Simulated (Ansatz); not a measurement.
Base system: BN in the h-BN type structure (space group P6_3/mmc, No. 194; a = 2.501 Å, c = 6.526 Å; layered, stacked along the Cartesian z axis).

Method: r2SCAN+rVV10 (Ansatz, a program for electronic structure), scalar-relativistic without spin-orbit coupling.

For the base:

The c/a ratio is 2.610 and the volume per atom comes out as 8.83 Å³.

The change: full substitution N → Bi; the structure is relaxed again.

Tabulated Pauling electronegativity and covalent radius: N 3.04, 0.71 Å; Bi 2.02, 1.48 Å.

What does the calculation give for the c/a ratio after the change?

The c/a ratio decreases by 0.349, from 2.610 to 2.261.

What happens to the volume per atom?

The volume per atom goes up by 19.142 Å³ to 27.98 Å³.

No phonon test of stability was made. As relaxed here, BiB is a hypothetical phase, not in the database extracts checked.
